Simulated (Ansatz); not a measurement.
## Response to strain in Si

Consider Si in the diamond structure (space group Fd-3m, No. 227; a = 5.4443 Å).

Strains are applied to the cell and any free atomic positions relax.

Computed with Ansatz (a quantum-chemistry and plane-wave program) r2SCAN, without spin-orbit coupling.

Notes on the quantities. energy relative to the base: free energy F.

```csv
isotropic strain (%),energy relative to the base (meV/atom)
-3,54.4
-2.5,37.2
-2,23.4
-1.5,12.9
-1,5.7
-0.5,?
0,0.0
```

**Question.** Fit ΔE = Aε² + Bε³ (ε in %) to the rows shown and predict the withheld row.

**Answer.** Least squares on the printed values gives A = 5.46 and B = -0.19 meV/atom (largest residual 0.0 meV/atom); this predicts 1.4 meV/atom, and the run gives 1.4 meV/atom, in agreement.

Stability against distortions was not tested.
